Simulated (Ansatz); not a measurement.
MgS (Fm-3m), PBEsol with spin-orbit coupling, rigid bands (Ansatz, a quantum-chemistry and plane-wave program): N_c = 1.62e19 cm⁻³ at 300 K and an electron conductivity mass of 0.354 mₑ.

Problem. For 1e16 electrons per cm³ at 300 K, place the Fermi level, estimate the Seebeck coefficient of a parabolic band with constant τ, and give mobility and conductivity for τ = 10 fs.

Solution. The level lies k_BT ln(N_c/n) = 0.191 eV below the conduction-band minimum. S ≈ −(k_B/e)[ln(N_c/n) + 5/2] = -852 μV/K, against -851 μV/K from the full bands (mean over directions). μ = eτ/m = 49.7 cm²/(V·s) and σ = neμ = 0.0796 S/cm. τ is assumed, not computed.

Band transport and this doping are assumed; polarons and phonon drag are left out.
